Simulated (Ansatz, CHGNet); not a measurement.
**How well does each level of theory give the lattice parameter a of rutile IrO₂?**

Reference value: 4.505 Å (measured, room temperature, no zero-point or thermal correction; as tabulated in Hiroi (2015), arXiv:1503.02262).

### Question
What do CHGNet 0.3.0, LDA, BLYP, PBE, PBEsol, PBEsol+SOC, revPBE, PBE-D3(BJ), PBE-D4, rVV10, HSE06, PBE0 give, and how far is each from the reference?

### Answer

| level (code) | value (Å) | difference (%) |
|---|---|---|
| CHGNet 0.3.0 | 4.542 | +0.82 |
| LDA (Ansatz) | 4.434 | -1.58 |
| BLYP (Ansatz) | 4.590 | +1.89 |
| PBE (Ansatz) | 4.529 | +0.53 |
| PBEsol (Ansatz) | 4.472 | -0.73 |
| PBEsol+SOC (Ansatz) | 4.483 | -0.49 |
| revPBE (Ansatz) | 4.556 | +1.13 |
| PBE-D3(BJ) (Ansatz) | 4.503 | -0.04 |
| PBE-D4 (Ansatz) | 4.500 | -0.11 |
| rVV10 (Ansatz) | 4.550 | +1.00 |
| HSE06 (Ansatz) | 4.471 | -0.75 |
| PBE0 (Ansatz) | 4.469 | -0.80 |

The reference is not for a static lattice or low temperature, so close values are not ranked against it. Off by more than 1.25 %, or 1.75 % on the side where a correction would as a rule narrow the miss (bounds picked here): BLYP (+1.89 %).

The reference isn't brought to a static lattice, while the calculations are for one, so the differences are not the levels' errors alone. The crystal itself was run without spin with LDA, BLYP, PBE, PBEsol, revPBE, PBE-D3(BJ), PBE-D4, rVV10, HSE06, PBE0; a magnetic state was not tried in these runs. Density-functional levels without +SOC have no spin–orbit coupling. HSE06, PBE0: the run has no spin polarisation, so it can have missed a magnetic state. Cutoffs and k meshes differ between the levels. Ansatz's density-functional and Hartree–Fock values are scalar-relativistic unless marked +SOC, with PAW data made under PBE.

Machine-learned potentials (CHGNet 0.3.0) are trained on DFT data: a solid inside that data is no test of them.

Differences are worked out from the printed values.

Ansatz is a program for electronic structure.
